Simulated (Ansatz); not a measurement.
Ansatz (a quantum-chemistry and plane-wave program) run on YbCuBi (P1, 6 atoms in the cell): self-consistent single point.

Method: PBEsol, PAW files made with PBE (plane waves; Ansatz).

The change in words: atoms moved at random. Reference geometry:
```xyz
6
Lattice="4.6359 0.0000 0.0000 -2.3179 4.0148 0.0000 0.0000 0.0000 7.6028" Properties=species:S:1:pos:R:3 pbc="T T T"
Yb     0.0000     0.0000     3.7061
Yb     0.0000     0.0000     7.5075
Cu     0.0000     2.6765     2.4277
Cu     2.3179     1.3383     6.2291
Bi     2.3179     1.3383     1.6606
Bi     0.0000     2.6765     5.4620
```

Reference input (self-consistent single point, DFT, PBEsol, plane waves, PAW files made with PBE): kpoints.mp_grid.grid = 6 6 3; hamiltonian.xc = pbesol; hamiltonian.pseudopotentials = {kind: paw} (the program's default PAW files); scf.occupations.method = gaussian; scf.occupations.width = 0.136 eV. This run's input differs from it in these lines:

Ansatz 0.2 input:
```diff
@@ -7,8 +7,8 @@
   atoms:
-    - { symbol: Yb, position: [0.00000000, 0.00000000, 0.48747000] }
-    - { symbol: Yb, position: [0.00000000, 0.00000000, 0.98747000] }
-    - { symbol: Cu, position: [0.33333300, 0.66666700, 0.31931000] }
-    - { symbol: Cu, position: [0.66666700, 0.33333300, 0.81931000] }
-    - { symbol: Bi, position: [0.66666700, 0.33333300, 0.21842000] }
-    - { symbol: Bi, position: [0.33333300, 0.66666700, 0.71842000] }
+    - { symbol: Yb, position: [0.00804200, 0.00066200, 0.48419500] }
+    - { symbol: Yb, position: [-0.00132700, 0.00212000, 0.98517300] }
+    - { symbol: Cu, position: [0.32473400, 0.66302300, 0.31962000] }
+    - { symbol: Cu, position: [0.67871400, 0.34519300, 0.82044100] }
+    - { symbol: Bi, position: [0.65728700, 0.32944800, 0.22083500] }
+    - { symbol: Bi, position: [0.33254900, 0.65955500, 0.72013700] }
 kpoints:
```

Log, with long lists cut:

```
SCF iter   1: F=—  HF=-65024.891953 eV  |F-HF|=—  |Δ(HF+E_count)|=         —  Δρ=1.41e-1  dr2=2.07e1  ethr=3.10e-3  ⟨swp⟩=6.9  Hψ=17551  notcnv=0
all-band conjugate gradients solve this SCF's bands
preconditioner: auto → Kerker (q_TF=auto, 2.639 Å⁻¹)
SCF iter   2: F=—  HF=-65023.399176 eV  |F-HF|=—  |Δ(HF+E_count)|=    1.49e0  Δρ=5.10e-2  dr2=2.82e0  ethr=3.10e-3  ⟨swp⟩=3.5  Hψ=7048  notcnv=0  defer=215
   [... lines left out ...]
SCF iter  11: F=—  HF=-65022.821665 eV  |F-HF|=—  |Δ(HF+E_count)|=   6.90e-7  Δρ=7.99e-5  dr2=8.05e-6  ethr=1.32e-8  ⟨swp⟩=2.5  Hψ=7460  notcnv=0  defer=220
SCF iter  12: F=—  HF=-65022.821664 eV  |F-HF|=—  |Δ(HF+E_count)|=   1.01e-6  Δρ=3.92e-5  dr2=1.60e-6  ethr=6.94e-9  ⟨swp⟩=2.3  Hψ=6304  notcnv=0  defer=220
SCF iter  13: F=—  HF=-65022.821664 eV  |F-HF|=—  |Δ(HF+E_count)|=   4.39e-7  Δρ=1.26e-5  dr2=2.52e-7  ethr=1.38e-9  ⟨swp⟩=2.7  Hψ=7598  notcnv=0  defer=220
SCF iter  14: F=-65022.821664 eV  HF=-65022.821664 eV  |F-HF|=1.91e-8  |Δ(HF+E_count)|=   3.33e-9  Δρ=5.39e-6  dr2=6.05e-8  ethr=8.62e-11  ⟨swp⟩=14.8  Hψ=27955  notcnv=0
SCF 1 converged in 14 iterations: F = -65022.821664 eV  dr2 = 6.05e-8
Free energy (F): -65022.821664 eV
Internal energy: -65022.795827 eV  (E = F + TS)
E sigma→0 (E₀):  -65022.808745 eV
Entropy (-TS):   -0.025837 eV (-4.306 meV/atom)
Fermi energy:    13.415107 eV
--- Forces (eV/Å), atoms counted from 1 ---
  atom   1  Yb    -0.19971592    -0.10143795     0.13372057
  atom   2  Yb     0.03478119    -0.02160539     0.08381358
  atom   3  Cu     0.08296521     0.00737556    -0.08073635
  atom   4  Cu    -0.10268996    -0.21014542    -0.07899988
  atom   5  Bi     0.14907624     0.07032854    -0.04270728
  atom   6  Bi     0.03557986     0.25547936    -0.01512055
--- Stress (GPa, compression-positive) ---
       -2.471384      -0.097993      -0.068080
       -0.097993      -2.526781       0.020556
       -0.068080       0.020556      -3.287028
  P = ⅓ Tr σ = -2.7617 GPa (-27.617 kbar)
  The stress holds the Pulay correction. Without it, at fixed plane waves, as pw.x and ABINIT print it: P = -2.8229 GPa
```

The run converged in 14 iterations. Against the reference run the free energy goes up by 3.5 meV/atom, the pressure goes from -2.89 to -2.76 GPa and the largest force goes from 0.077 to 0.261 eV/Å.

The starting cell comes from a database of computed structures (which also holds hypothetical and non-ambient phases and stackings), without a prior relaxation at this level. For this run, on top of that: atoms moved at random. Spin polarisation is off. Ansatz's pressure includes its estimate of the finite-basis (Pulay) stress.

Cost on one core of a shared machine: roughly 40 s.
